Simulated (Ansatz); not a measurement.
A working Ansatz (a first-principles code) input for NdAl (Pm-3m, 2 atoms in the cell) (DFT, PBEsol, plane waves, default PAW files made with PBE):

Ansatz 0.2 input:
```yaml
crystal:
  lattice:
    - [3.730000, 0.000000, 0.000000]
    - [0.000000, 3.730000, 0.000000]
    - [0.000000, 0.000000, 3.730000]
  atoms:
    - { symbol: Al, position_ang: [0.000000, 0.000000, 0.000000] }
    - { symbol: Nd, position_ang: [1.865000, 1.865000, 1.865000], spin: 3.0 }
kpoints:
  mp_grid:
    grid: [6, 6, 6]
hamiltonian:
  xc: pbesol
  pseudopotentials:
    kind: paw
magnetization:
  spin_polarized: true
scf:
  occupations:
    method: cold
    width: 0.05
output:
  forces: true
  eigenvalues: true
  stress: true
```

The run converged in 16 iterations: free energy E − TS (on the zero of these files) -7760.6515 eV; Fermi level (on the code's own zero) 9.89 eV; pressure -3.28 GPa; size of the cell's spin moment 3.75 μB. Each of these slips is then made, one at a time:

(1)
```diff
+  convergence:
+    dr2_threshold: 1.0e-01 eV
```

(2)
```diff
-  xc: pbesol
+  xc: gga
```

Q: Predict the outcome of each change.

A: 
(1) A convergence threshold that is too loose. The run converged in 11 iterations, and against the sound input the free energy stays essentially unchanged (within 1 meV/atom), the pressure hardly changes (-3.28 to -3.29 GPa) and the size of the net moment stays at 1.87 μB/atom.

(2) A value that the program does not know. The program stopped before any SCF iteration.
```
Error: YAML parse error: error: line 13 column 7: hamiltonian.xc: unknown variant `gga`, expected one of `lda`, `lda-pw`, `pw92`, `pbe`, `pbesol`, `rpbe`, `revpbe`, `blyp`, `pbe0`, `revpbe0`, `b3lyp`, `b3lyp5`, `hse06`, `wpbeh`, `hiss`, `lc_wpbe`, `cam_b3lyp`, `hf`, `r2scan`, `r2scanh`, `r2scan0`, `r2scan50`, `mr2scan`
  --> <input>:13:7
   |
11 |  [...]
```

The starting cell comes from a database of published, mostly measured structures (it also holds non-ambient and calculated ones), without a prior relaxation at this level. With one magnetic atom in the cell only a parallel order is possible. With U or open f shells several self-consistent states can exist. The f electrons are in the valence without U or exact exchange, which can misplace them near the Fermi level. Spin-orbit terms, which matter for f shells, are left out. In the base run, with a pressure of about -3 GPa the cell is away from its equilibrium volume at this level. Ansatz's pressure includes its estimate of the finite-basis (Pulay) stress.

Left out of this page: 4 runs of the series with a known weakness of the program.
